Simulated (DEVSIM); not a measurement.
System: Schottky contact on n-type GaP, at 300 K.

| layer (left to right) | material | thickness (μm) | Nd (cm⁻³) | τn (s) | τp (s) |
|---|---|---|---|---|---|
| 1 | GaP | 9.90 | 1.6e16 | 4.6e-7 | 4.6e-7 |
| 2 | GaP | 0.840 | 1.6e18 | 4.6e-7 | 4.6e-7 |

Left contact: Schottky, work function 4.61 eV, emission velocity 2.2e6 cm/s. Right contact: ohmic. Voltage is applied to the left contact. Recombination: SRH at mid-gap, Auger. Mobility is μmin + (μ − μmin)/(1 + (N/Nref)^α).

The device is made up for the run: typed textbook-type constants, with dimensions and the other settings drawn at random. Values at 300 K.

```csv
parameter,GaP
gap (eV),2.26
affinity (eV),3.8
permittivity,11.1
Nc (cm⁻³),1.8e19
Nv (cm⁻³),1.9e19
μn (cm²/Vs),250
μp (cm²/Vs),150
"μn,min",10
"μp,min",10
"Nref,n",4.4e18
"Nref,p",1e18
αn,0.8
αp,0.85
Cn (cm⁶/s),1e-30
Cp (cm⁶/s),1e-30
```

DEVSIM, 1D drift-diffusion, Boltzmann statistics, complete ionisation; no tunnelling, impact ionisation, image-force lowering or self-heating. Metal contacts follow the ideal Schottky-Mott rule: no Fermi-level pinning, no interface dipoles.

Base results: dark forward voltage at 1 A/cm² (V) 0.414; potential step across the device at zero bias (V) 0.747; dark forward voltage at 100 A/cm² (V) 0.692.

### Question
What follows from this one change: thickness of layer 1 9.9 → 50 μm?

### Answer
dark forward voltage at 1 A/cm² 0.414 → 0.422 V; potential step across the device at zero bias little changed (0.747 V); dark forward voltage at 100 A/cm² 0.692 → 1.324 V.

### Question
What follows from this one change: metal work function 4.61 → 4.56 eV?

### Answer
dark forward voltage at 1 A/cm² 0.414 → 0.364 V; potential step across the device at zero bias 0.747 → 0.697 V; dark forward voltage at 100 A/cm² 0.692 → 0.642 V.
